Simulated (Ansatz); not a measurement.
## Convergence study of shifted k-point meshes for Be2Ag (R3m, 6 atoms in the cell)

```
CELL_PARAMETERS angstrom
      0.00000     3.18048     3.18048
      3.18048     0.00000     3.18048
      3.18048     3.18048     0.00000
ATOMIC_POSITIONS crystal
  Be 0.62500 0.62500 0.12500
  Be 0.62500 0.12500 0.62500
  Be 0.62954 0.62954 0.62954
  Be 0.12500 0.62500 0.62500
  Ag 0.25000 0.25000 0.25000
  Ag 0.00000 0.00000 0.00000
```

Method of the run: LDA (PW92), default PAW files made with PBE (plane waves; Ansatz, an electronic-structure program).

Base settings: basis.ecutwfc = 420 eV; kpoints.mp_grid.grid = 9 9 9; hamiltonian.xc = lda; hamiltonian.pseudopotentials = {kind: paw} (the program's default PAW files); scf.occupations.method = fermi_dirac; scf.occupations.width = 0.1 eV.

In this ladder: kpoints.mp_grid.shift = 0.5 0.5 0.5.

Only quantities that move along the ladder and can be compared are tabulated.

The count of work is k-points × plane waves × bands × iterations; it is no time. Core times come from one kind of shared machine, to one figure; runs under 30 s give none.

The starting cell comes from a database of computed structures (which also holds hypothetical and non-ambient phases and stackings), without a prior relaxation at this level. Its lattice was rescaled by up to half a per cent. One atom was moved a little off its site on purpose. In the base run, with a pressure of about -6 GPa the cell is away from its equilibrium volume at this level. Ansatz's pressure includes its estimate of the finite-basis (Pulay) stress.

Steps (kpoints.mp_grid.grid): 2 2 2; 3 3 3; 4 4 4; 5 5 5; 6 6 6; 7 7 7; 8 8 8; 10 10 10; 12 12 12; 14 14 14; 18 18 18; 22 22 22; 26 26 26.

Task: What is the coarsest kpoints.mp_grid.grid that holds the pressure within 0.1 GPa of the last step, with all finer ones?

Result: 5 5 5, at 0.0099 of the last step's count of work; the step before is off by 0.22 GPa.

Task: What is the coarsest kpoints.mp_grid.grid that holds the free energy within 2 meV/atom of the last step, with all finer ones?

Result: 4 4 4, at 0.0061 of the last step's count of work; the step before is off by 7.5 meV/atom.

Task: What is the coarsest kpoints.mp_grid.grid that holds the forces within 0.01 eV/Å of the last step, with all finer ones?

Result: 8 8 8, at 0.037 of the last step's count of work; the step before is off by 0.018 eV/Å.

```tsv
kpoints.mp_grid.grid	free energy less the last step's (meV/atom)	pressure (GPa)	largest difference of a force vector from the last step's (eV/Å)	count of work / last	core time / last (rough)
2 2 2	-9.44	-5.36	0.371	0.0010	–
3 3 3	7.53	-5.90	0.100	0.0031	–
4 4 4	0.33	-5.55	0.018	0.0061	–
5 5 5	-1.22	-5.84	0.011	0.0099	–
6 6 6	0.74	-5.76	0.014	0.017	–
7 7 7	-0.71	-5.78	0.018	0.027	–
8 8 8	0.49	-5.77	0.006	0.037	–
10 10 10	0.09	-5.77	0.006	0.067	–
12 12 12	0.00	-5.78	0.004	0.11	0.1
14 14 14	-0.01	-5.78	0.000	0.17	0.2
18 18 18	0.00	-5.77	0.000	0.35	0.4
22 22 22	0.00	-5.77	0.000	0.62	0.5
26 26 26	0.00	-5.77	0.000	1.0	1
```

Keys are those of Ansatz 0.2.
